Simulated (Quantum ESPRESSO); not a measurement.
What a tighter setting buys: ecutwfc, NaSiO3 (Pm-3m, 5 atoms in the cell)

```xyz
5
Lattice="3.5612 0.0000 0.0000 0.0000 3.5612 0.0000 0.0000 0.0000 3.5612" Properties=species:S:1:pos:R:3 pbc="T T T"
Na     0.0000     0.0000     0.0000
Si     1.7806     1.7806     1.7806
O      1.7806     1.7806     0.0000
O      0.0000     1.7806     1.7806
O      1.7806     0.0000     1.7806
```

Level of theory: PBEsol, PseudoDojo standard norm-conserving (PBESOL) pseudopotentials (plane waves; Quantum ESPRESSO).

Base settings: ecutwfc = 90 Ry; occupations = smearing; smearing = marzari-vanderbilt; degauss = 0.0147 Ry; potentials = {Na: Na.upf, Si: Si.upf, O: O.upf}; K_POINTS = automatic 6 6 6 0 0 0; conv_thr = 1e-10 Ry; mixing_beta = 0.3.

Misses are taken against the tightest run, 180 Ry, which need not be fully converged itself. The energy is the free energy per atom.

The count of work is k-points × plane waves × bands × iterations; it is no time, and leaves out set-up, grids and terms that scale otherwise. Core times come from one kind of shared machine and are given to one figure; runs under 30 s give none.

The starting cell comes from a database of computed structures (which also holds hypothetical and non-ambient phases and stackings), without a prior relaxation at this level. In the base run, with a pressure of about -6 GPa the cell is away from its equilibrium volume at this level.

The runs (ecutwfc): 36 Ry | 45 Ry | 54 Ry | 63 Ry | 72 Ry | 81 Ry | 90 Ry | 103 Ry | 117 Ry | 135 Ry | 158 Ry | 180 Ry.

Q: Which is the coarsest setting among those run that, with all tighter ones, holds the energy within 5 meV/atom of the reference, and what does it save?

A: 81 Ry, off by 0.75 meV/atom; it needs 0.36 of the reference's count of work.

Q: For at most 0.3 times the reference's count of work, which run misses the energy least?

A: 72 Ry, with a miss of 9.4 meV/atom at a count of 0.25.

Q: What does the step from 45 Ry to 81 Ry buy?

A: It takes the miss in the energy from 1900 to 0.75 meV/atom, for 2.6 times the count of work.

```tsv
ecutwfc	energy less reference (meV/atom)	pressure less reference (GPa)	count of work / reference	core time / reference (rough)
36 Ry	5921.72	-296.51	0.099	–
45 Ry	1867.15	-139.78	0.14	–
54 Ry	439.87	-48.68	0.18	–
63 Ry	81.32	-12.82	0.25	–
72 Ry	9.35	-2.11	0.25	–
81 Ry	0.75	-0.15	0.36	–
90 Ry	0.38	0.01	0.42	0.4
103 Ry	0.30	0.01	0.51	0.5
117 Ry	0.25	0.01	0.62	0.5
135 Ry	0.16	0.01	0.77	0.6
158 Ry	0.11	0.01	0.82	1
180 Ry	0.00	0.00	1.0	1
```
